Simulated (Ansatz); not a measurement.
Results of r²SCAN (PAW; Ansatz, a first-principles code) for Rb₂Mo₃SeO₁₂ (P6₃, No. 173; cell taken from a computed entry).

Settings: plane-wave cutoff 560 eV, 6×6×4 k mesh (along the axes of the cell as run), Fermi–Dirac smearing 0.01 eV, no spin polarisation, scalar-relativistic PAW data made under PBE.

Cell (relaxed with PBEsol):

```xyz
36
Lattice="7.2778 0.0000 0.0000 -3.6389 6.3027 0.0000 0.0000 0.0000 12.0703" Properties=species:S:1:pos:R:3 pbc="T T T"
Rb     3.6389     2.1009     5.4731
Rb     0.0000     4.2018    11.5083
Rb     0.0000     4.2018     6.7949
Rb     3.6389     2.1009     0.7597
Mo    -0.2449     2.1403     2.7792
Mo     5.3018     0.8580     8.8144
Mo     1.9078     5.0205     2.7792
Mo     3.8838     4.1625     8.8144
Mo    -1.6629     5.4447     2.7792
Mo     1.7311     1.2823     8.8144
Se     0.0000     0.0000    12.0652
Se     0.0000     0.0000     6.0301
O     -0.0083     2.5527     4.4292
O      5.0629     1.2691    10.4643
O      1.4324     5.0192     4.4292
O      3.6472     3.7501    10.4643
O     -1.4241     5.0336     4.4292
O      2.2065     1.2836    10.4643
O      0.0323     1.5634     0.7222
O      5.9400     0.8097     6.7573
O      2.2688     5.5490     0.7222
O      3.6066     4.7393     6.7573
O     -2.3011     5.4931     0.7222
O      1.3701     0.7538     6.7573
O     -1.3629     3.4574     2.2208
O      3.6021     0.5484     8.2559
O      1.3261     3.3938     2.2208
O      5.0018     2.8453     8.2559
O      0.0367     5.7543     2.2208
O      2.3128     2.9090     8.2559
O      5.8993     0.7589     2.9261
O      2.2924     5.4884     8.9613
O      3.6709     4.7295     2.9261
O     -2.2604     5.5438     8.9613
O      1.3465     0.8144     2.9261
O     -0.0320     1.5733     8.9613
```

**Question.** Estimate the band gap and direct gap at Γ that the calculation returns.

**Answer.** 
- band gap: 2.85 eV
- direct gap at Γ: 2.90 eV

Note: cell and atoms aren't relaxed at this level (largest force component 0.39 eV/Å).

Spin–orbit coupling is not included.

Static lattice: no zero-point or thermal effects.
